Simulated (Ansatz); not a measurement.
For TiTe2 (model structure, from the CdCl2 type, R-3m, No. 166), PBEsol in Ansatz (plane waves, PAW) gives:

```
Item                                    Result
------------------------------  --------------
equilibrium lattice constant a         3.667 Å
lattice parameter c                   20.564 Å
enthalpy of formation           -0.700 eV/atom
```

**Question.** What does PBE-D3(BJ) (plane waves, PAW; Ansatz, a program for electronic structure) give for the same quantities?

**Answer.** 
- lattice constant a: 3.672 Å (grows by 0.1 %)
- lattice parameter c: 20.147 Å (decreases by 2.0 %)
- formation enthalpy: -0.676 eV/atom (moves by +0.024 eV/atom)

Changes are worked out from the printed values.

Unless a cell is named, each level is at its own relaxed cell (PBEsol 26.61, PBE-D3(BJ) 26.14 Å³/atom).

Levels without +SOC leave out spin–orbit coupling, which shifts energies and cells of such heavy elements.

Ansatz's density-functional and Hartree–Fock values are scalar-relativistic unless marked +SOC, with PAW data made under PBE.

A model structure was made by putting elements into a prototype or built by hand; it is no filed structure, need not be a known phase, and can be a saddle point held by its symmetry.
